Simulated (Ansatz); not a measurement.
Consider Ni in the simple cubic structure (space group Pm-3m, No. 221; ferromagnetic; a hypothetical phase, not in the database extracts checked; relaxed with 0.1 eV smearing).

```yaml
crystal:
  lattice:
    - [2.29093, 0.00000, 0.00000]
    - [0.00000, 2.29093, 0.00000]
    - [0.00000, 0.00000, 2.29093]
  atoms:
    - { symbol: Ni, position: [0.00000, 0.00000, 0.00000] }
```

Cartesian axes are those of the cell as printed.

The values are results of Ansatz (a program for electronic structure) PBEsol, no spin-orbit coupling, not measurements.

Base values:

```
Quantity               Result
--------------  -------------
Magnetic state  ferromagnetic
Pressure              0.0 GPa
```

The change: strain tensor (xx, yy, zz, yz, xz, xy) = (−0.63, −1.86, −1.10, −1.19, +0.40, −0.51) %, atoms relaxed at fixed cell.

**Question.** How does this affect the magnetic state?

**Answer.** The magnetic state stays ferromagnetic.

**Question.** Predict the new pressure.

**Answer.** The pressure (mean of the normal stresses, compression positive) goes from zero to 6.5 GPa.

**Question.** What does the calculation give for the energy relative to the base after the change?

**Answer.** The energy increases by 8.4 meV/atom.

The magnetic state is the one reached from the starting moments; the real material's order can differ, and small cells can't hold many antiferromagnetic ones. Stability against distortions was not tested.
